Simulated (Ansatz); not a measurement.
The structure below was relaxed with PBEsol in Ansatz (plane waves to 420 eV, PAW, no SOC).

Space group R3m, hexagonal axes (No. 160); a = 4.1474 Å, b = 4.1474 Å, c = 36.2083 Å, α = 90.00°, β = 90.00°, γ = 120.00°

| atom | site | symmetry | x | y | z |
|---|---|---|---|---|---|
| Mg | 3a | 3m | 0.0000 | 0.0000 | 0.3941 |
| Mg | 3a | 3m | 0.0000 | 0.0000 | 0.1100 |
| Mg | 3a | 3m | 0.0000 | 0.0000 | 0.9147 |
| Si | 3a | 3m | 0.0000 | 0.0000 | 0.6090 |
| Si | 3a | 3m | 0.0000 | 0.0000 | 0.0289 |
| Mg | 3a | 3m | 0.0000 | 0.0000 | 0.8344 |
| Si | 3a | 3m | 0.0000 | 0.0000 | 0.5435 |
| Mg | 3a | 3m | 0.0000 | 0.0000 | 0.3154 |

### Question
Write out a cell with all atoms.

### Answer
```
Mg5Si3
1.0
    4.14745     0.00000     0.00000
   -2.07372     3.59180     0.00000
    0.00000     0.00000    36.20834
Mg Si
15 9
Cartesian
  0.00000   2.39453   2.19867
  0.00000   0.00000   3.98401
  2.07372   1.19727   8.98010
  2.07372   1.19727   6.07323
  0.00000   0.00000  11.42061
  0.00000   0.00000  14.26811
  2.07372   1.19727  16.05346
  0.00000   2.39453  21.04955
  0.00000   2.39453  18.14268
  2.07372   1.19727  23.49005
  2.07372   1.19727  26.33756
  0.00000   2.39453  28.12290
  0.00000   0.00000  33.11900
  0.00000   0.00000  30.21213
  0.00000   2.39453  35.55950
  0.00000   2.39453   9.98171
  0.00000   0.00000   1.04725
  0.00000   2.39453   7.60959
  0.00000   0.00000  22.05116
  2.07372   1.19727  13.11669
  0.00000   0.00000  19.67904
  2.07372   1.19727  34.12060
  0.00000   2.39453  25.18614
  2.07372   1.19727  31.74848
```
This is the conventional cell.

Each cell is one ordered arrangement of few atoms, which overstates ordering effects compared with a random alloy. Whether these cells are dynamically stable was not tested. The final runs are not spin-polarised. The cell was made from Si by this change: x(Mg) = 0.625, 8 atoms, R3m.

Ansatz is a quantum-chemistry and plane-wave program.
